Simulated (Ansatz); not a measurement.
Reference: InP (F-43m), r2SCAN with spin-orbit coupling, rigid bands (plane waves, PAW; Ansatz, a first-principles code); geometry: cell and atoms relaxed with r2SCAN.

```xyz
2
Lattice="0.0000 2.9533 2.9533 2.9533 0.0000 2.9533 2.9533 2.9533 0.0000" Properties=species:S:1:pos:R:3 pbc="T T T"
In     0.0000     0.0000     0.0000
P      1.4767     1.4767     1.4767
```

The band gap is 1.00 eV. The electron conductivity mass is 0.084 mₑ, the hole conductivity mass is 0.57 mₑ and the Seebeck coefficient, n-type 1e19 cm⁻³ is -56 μV/K.

Problem. Replace In by Ga on the same sites and relax. What happens?

Solution. GaP (F-43m): volume per atom 25.8 to 20.3 Å³; band gap rises (1.00 eV to 1.82 eV); electron conductivity mass rises (0.084 mₑ to 0.34 mₑ); hole conductivity mass falls (0.57 mₑ to 0.48 mₑ); Seebeck coefficient, n-type 1e19 cm⁻³ rises in size (-56 μV/K to -327 μV/K).

Moves up to 5 % count as about the same. Masses are for dilute carriers at 300 K, harmonic means over directions unless an axis is named. Seebeck coefficients are for the stated density at 300 K, with one relaxation time for all states and whether or not that doping can be reached.
